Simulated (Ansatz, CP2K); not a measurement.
An Ansatz (a program for electronic structure) input for a self-consistent single point of Rb (Im-3m, 1 atom in the cell) (DFT, PBE, plane waves, default PAW files):

Ansatz 0.2 input:
```yaml
# Rb
crystal:
  lattice:
    - [-2.82500000, 2.82500000, 2.82500000]
    - [2.82500000, -2.82500000, 2.82500000]
    - [2.82500000, 2.82500000, -2.82500000]
  atoms:
    - { symbol: Rb, position_ang: [0.00000000, 0.00000000, 0.00000000] }
kpoints:
  mp_grid: { grid: [11, 11, 11] }
hamiltonian:
  xc: pbe
  pseudopotentials: { kind: paw }
scf:
  occupations: { method: fermi_dirac, width: 0.05 }
output:
  forces: true
  eigenvalues: true
  stress: true
```

Task: Write the same calculation as an input for CP2K.

Result: One input that does it (others would too):

```
&GLOBAL
  PROJECT bulk
  RUN_TYPE ENERGY_FORCE
  PRINT_LEVEL LOW
&END GLOBAL
&FORCE_EVAL
  METHOD Quickstep
  STRESS_TENSOR ANALYTICAL
  &DFT
    BASIS_SET_FILE_NAME BASIS_MOLOPT_UCL
    POTENTIAL_FILE_NAME GTH_POTENTIALS
    &QS
      METHOD GPW
      EPS_DEFAULT 1E-10
    &END QS
    &MGRID
      CUTOFF 500
      REL_CUTOFF 50
      NGRIDS 5
    &END MGRID
    &SCF
      SCF_GUESS ATOMIC
      EPS_SCF 1E-6
      MAX_SCF 100
      ADDED_MOS 4
      &DIAGONALIZATION
        ALGORITHM STANDARD
      &END DIAGONALIZATION
      &MIXING
        METHOD BROYDEN_MIXING
        ALPHA 0.3
        NBUFFER 12
        BETA 1
      &END MIXING
      &SMEAR ON
        METHOD FERMI_DIRAC
        ELECTRONIC_TEMPERATURE [K] 580.23
      &END SMEAR
    &END SCF
    &KPOINTS
      SCHEME MONKHORST-PACK 11 11 11
    &END KPOINTS
    &XC
      &XC_FUNCTIONAL PBE
      &END XC_FUNCTIONAL
    &END XC
    &PRINT
      &MO
        EIGENVALUES T
        OCCUPATION_NUMBERS T
        NDIGITS 8
        FILENAME mo
        &EACH
          QS_SCF 0
        &END EACH
        ADD_LAST NUMERIC
      &END MO
      &MULLIKEN OFF
      &END MULLIKEN
    &END PRINT
  &END DFT
  &SUBSYS
    &CELL
      A 4.89304400 0.00000000 0.00000000
      B -1.63101500 4.61320600 0.00000000
      C -1.63101500 -2.30660300 3.99515300
      PERIODIC XYZ
    &END CELL
    &COORD
      SCALED
      Rb       0.00000000     0.00000000     0.00000000
    &END COORD
    &KIND Rb
      BASIS_SET TZVP-MOLOPT-SR-GTH-q9
      POTENTIAL GTH-PBE-q9
    &END KIND
  &END SUBSYS
  &PRINT
    &FORCES ON
    &END FORCES
    &STRESS_TENSOR ON
    &END STRESS_TENSOR
  &END PRINT
&END FORCE_EVAL
```

Basis, cutoffs, solver keys and any potentials are the target program's own. This input uses DFT PBE, GPW, TZVP-MOLOPT-SR-GTH basis, GTH-PBE potentials (GTH_POTENTIALS). Both were run: pressure 0.02 GPa in Ansatz and 0.07 in CP2K. Ansatz's pressure is the one without its finite-basis correction.

On Ansatz: the starting cell has typed, rounded lattice constants, without a prior relaxation at this level.

On CP2K: the starting cell has typed, rounded lattice constants, without a prior relaxation at this level. Values carry the incompleteness of an atom-centred basis.
